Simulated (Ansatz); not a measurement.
LaReN₃ (space group R-3c, No. 167; a cell from a computed database, its experimental status unchecked)

```
CELL_PARAMETERS angstrom
      2.77689     1.60324     4.50925
     -2.77689     1.60324     4.50925
      0.00000    -3.20648     4.50925
ATOMIC_POSITIONS crystal
  La 0.75000 0.75000 0.75000
  La 0.25000 0.25000 0.25000
  Re 0.00000 0.00000 0.00000
  Re 0.50000 0.50000 0.50000
  N  0.25000 0.78417 0.71583
  N  0.75000 0.21583 0.28417
  N  0.71583 0.25000 0.78417
  N  0.28417 0.75000 0.21583
  N  0.78417 0.71583 0.25000
  N  0.21583 0.28417 0.75000
```

Method: Ansatz (an electronic-structure program), PBEsol, PAW, cutoff 420 eV, scalar-relativistic without spin-orbit coupling. Settings: 10×10×10 k-points, 0.05 eV Fermi–Dirac smearing.

| Quantity | Value |
|---|---|
| Volume per atom | 12.05 Å³ |
| Density | 10.12 g/cm³ |
| Band gap | zero |
| Total energy | -3607.705 eV/atom (σ→0; compares only within this code and set-up) |

No phonon test of stability was made. All final runs are without spin polarisation.
